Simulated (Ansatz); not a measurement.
**BeS: uniaxial strain ε_zz = +2.00 %**

Take BeS in the zinc blende structure (space group F-43m, No. 216; a = 4.869 Å) as the base. Axes: x, y, z lie along the cube axes.

One thing is altered: the cell is stretched by 2.00 % along z with no lateral relaxation, atoms relaxed at fixed cell.

Calculations: r2SCAN in Ansatz (plane waves to 500 eV, PAW, no spin-orbit coupling). Γ-centred 12×12×12 mesh, Fermi–Dirac width 0.05 eV.

| quantity | base | changed | shift |
|---|---|---|---|
| shortest interatomic distance | 210.8 pm | 212.2 pm | +1.4 pm |
| energy relative to the base (free energy F) | 0 meV/atom | +2.9 meV/atom | +2.9 meV/atom |
| pressure (mean of the normal stresses, compression positive) | 0.0 kbar | -18.7 kbar | -18.64 kbar |
| band gap | 3.59 eV | 3.54 eV | -0.045 eV |
| gap character | – | indirect, Γ → X | – |
| smallest direct gap | 6.22 eV | 6.16 eV | -0.06 eV |
| electron mass | 0.79 mₑ along k, 0.29 mₑ across (at X) | 0.78 mₑ along k, 0.29 mₑ across (at X) | – |
| valence-band top at Γ (three highest levels, from the VBM) | 0.00, 0.00, 0.00 eV | 0.00, 0.00, -0.11 eV | – |
| valley order (the lowest conduction-band minima on the path, energy above the VBM, named in the base's zone) | X along ⟨100⟩ 3.59 eV | X along [010] 3.54 eV; X along [001] 3.70 eV | – |
| stress (xx, yy, zz, yz, xz, xy; compression positive) | – | (-1.19, -1.19, -3.23, 0.00, 0.00, 0.00) GPa | – |

Final structure:

```
BeS
1.0
    0.00000     2.43431     2.48300
    2.43431     0.00000     2.48300
    2.43431     2.43431     0.00000
Be S
1 1
Direct
  0.00000   0.00000   0.00000
  0.25000   0.25000   0.25000
```

Masses are band curvatures over ±0.01 Å⁻¹ around the edge. Along k means along the line from Γ to the band edge. Stability against distortions was not tested. Labels are those of the standard path for the cell's own space group.

Ansatz is a quantum-chemistry and plane-wave program.
